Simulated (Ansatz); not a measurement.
The starting structures come from a database of crystals and need not be the phases stable at ambient conditions.

By PBEsol, the system below comes out a metal.

The ballistic (Sharvin) conductance counts the channels at the Fermi level: G/A = (e²/h) × channels of both spins per area.

Consider the following.

```
CELL_PARAMETERS angstrom
      3.86961     0.00000     0.00000
      1.93480    10.17742     0.00000
      1.93481     0.36782     3.33093
ATOMIC_POSITIONS crystal
  Ca 0.92008 0.23976 0.92008
  Ca 0.07992 0.76024 0.07992
  Si 0.65347 0.03960 0.65347
  Si 0.34653 0.96040 0.34653
  Si 0.18231 0.45306 0.18231
  Si 0.81769 0.54694 0.81769
```

Space group of this cell: R-3m. The cell is taken as given; by PBEsol its mean pressure is -1.5 GPa.

The current flows along the normal of the first two printed cell vectors, the (101) plane of the conventional cell. No spin-orbit coupling; the value is a mean over 0.1 eV about the Fermi level.

**Question.** Give the ballistic conductance per area that PBEsol run with Ansatz (an electronic-structure program) yields.

**Answer.** 0.21 × 10¹⁵ S/m² for both spins.
